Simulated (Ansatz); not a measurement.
## Sn: transverse stress against strain

Sn (diamond, Fd-3m, 33.925 Å³/atom at rest, cube axes along x, y and z) under a strain ε along a cube axis (axis z), the other axes held. LDA in Ansatz, a plane-wave DFT program (PAW, default set), 420 eV, 16×16×16 Γ-centred mesh, Fermi-Dirac smearing 0.10 eV; ions are relaxed within the symmetry of each cell. Stress is positive for a compressed cell.

Here s stands for strain and y for stress xx.

```
strain (%)  stress xx (GPa)
----------  ---------------
-1.50                  0.53
-1.00                  0.35
-0.50                  0.17
0.00                  -0.01
0.50                  -0.18
1.00                  -0.34
1.50                  -0.49
3.00                      ?
```

The 7 complete rows are fitted with a straight line, y against s. Means: s 0, y 0.004. About the means, the sum of products is -2.3950 and the sum of squares of s is 7.0000; the slope is their ratio. Least squares gives y = 0.004 - 0.3421·s. Residuals (row less fit): 0.013, 0.004, -0.005, -0.014, -0.013, -0.002, 0.019; standard error 0.014 (degrees of freedom: 5). The slope gives the elastic constant C12 = 34 ± 0.5 GPa.

**Question.** Predict the withheld y at s = 3.00 from the fit, and compare with the calculation.

**Answer.** y = 0.004 - 0.3421 × 3.0 = -1.022 GPa. The calculation gives -0.92 GPa, 0.102 GPa above the prediction (7.0 % of the range of y in the table). The row lies outside the fitted rows, so this is an extrapolation. From the scatter of the fitted rows alone, a prediction at this place has a standard error of 0.021 GPa, so the miss is 4.9 times that.

One order more, fitted to all 13 runs of the series, follows each within 0.01, so the miss is the next term of a smooth law. This level leaves no gap over 0.05 eV at strain -1.50, -1.00, -0.50, 0.00, 0.50, 1.00, 1.50, 3.00, where the mesh may be coarse. Sn is here grey tin, stable below 13 °C. Rows are the converged runs of the series near zero and its far end; series whose fitted rows scatter by over a few per cent of the range, as at a crossing or softening among them, aren't shown in this form. Most that stay on the fit to the last digits aren't either.
